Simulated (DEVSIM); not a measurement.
System: abrupt GaP p-n junction, at 300 K.

Layer 1 from the left is GaP, thickness (μm) 82.0, Na (cm⁻³) 3.7e15, τn (s) 6.4e-7, τp (s) 6.4e-7. Layer 2 from the left is GaP, thickness (μm) 13.0, Nd (cm⁻³) 4.6e17, τn (s) 6.4e-7, τp (s) 6.4e-7.

Left contact: ohmic. Right contact: ohmic. Voltage is applied to the left contact. Recombination: SRH at mid-gap, radiative. Mobility is μmin + (μ − μmin)/(1 + (N/Nref)^α).

This is a model device: material constants are rounded textbook-type values typed into the input, and sizes, dopings and lifetimes were drawn at random. Values at 300 K.

GaP: gap (eV) 2.26, affinity (eV) 3.8, permittivity 11.1, Nc (cm⁻³) 1.8e19, Nv (cm⁻³) 1.9e19, μn (cm²/Vs) 250, μp (cm²/Vs) 150, μn,min 10, μp,min 10, Nref,n 4.4e18, Nref,p 1e18, αn 0.8, αp 0.85, B (cm³/s) 1e-13.

Simulated with DEVSIM: 1D drift-diffusion, Boltzmann statistics, complete ionisation; no tunnelling, impact ionisation, image-force lowering or self-heating.

Dark forward current:

```tsv
|V| (V)	|J| (A/cm²)
0.70	5.851e-13
0.75	1.577e-12
0.80	4.254e-12
0.85	1.149e-11
0.90	3.110e-11
0.95	8.429e-11
1.00	2.289e-10
1.05	6.233e-10
1.10	1.702e-9
1.15	4.666e-9
1.20	1.286e-8
1.25	3.580e-8
1.30	1.014e-7
1.35	2.980e-7
1.40	9.401e-7
1.45	3.369e-6
1.50	1.447e-5
1.55	7.484e-5
1.60	0.0004440
1.65	0.002833
1.70	0.01806
1.75	0.09704
1.80	0.3407
1.85	0.8021
1.90	1.511
1.95	2.536
```

Work out the local ideality factor n = ΔV / (kT/q · ln(J2/J1)) between the rows 0.70 and 0.75 V, 1.60 and 1.65 V, 1.90 and 1.95 V.

kT/q = 25.85 mV. From 0.70 to 0.75 V: ln(1.577e-12/5.851e-13) = 0.991, n = 1.95, near the 2 of recombination in the depletion region. From 1.60 to 1.65 V: ln(0.002833/0.0004440) = 1.853, n = 1.04, near the 1 of diffusion or emission over a barrier. From 1.90 to 1.95 V: ln(2.536/1.511) = 0.518, n = 3.74.

Estimate the current at 1.65 V from the Shockley equation with J0 = Σ q ni² D/(N L) coth(W/L), τ joining the SRH, radiative and Auger lifetimes that are on, and W taken as the whole layer.

ni² = 3.67 cm⁻⁶; electrons in the p layer: μ = 249 cm²/Vs, D = 6.44 cm²/s, τ = 6.40e-7 s, L = 20.3 μm, W/L = 4.0, term 5.05e-31 A/cm²; holes in the n layer: μ = 102 cm²/Vs, D = 2.64 cm²/s, τ = 6.22e-7 s, L = 12.8 μm, W/L = 1.0, term 3.44e-33 A/cm². J0 = 5.08e-31 A/cm², and J = J0 exp(qV/kT) = 0.00267 A/cm². The simulation gives 0.00283 A/cm²; the estimate lies 5.7 % below. The estimate leaves out recombination in the depletion region and that region's share of W.
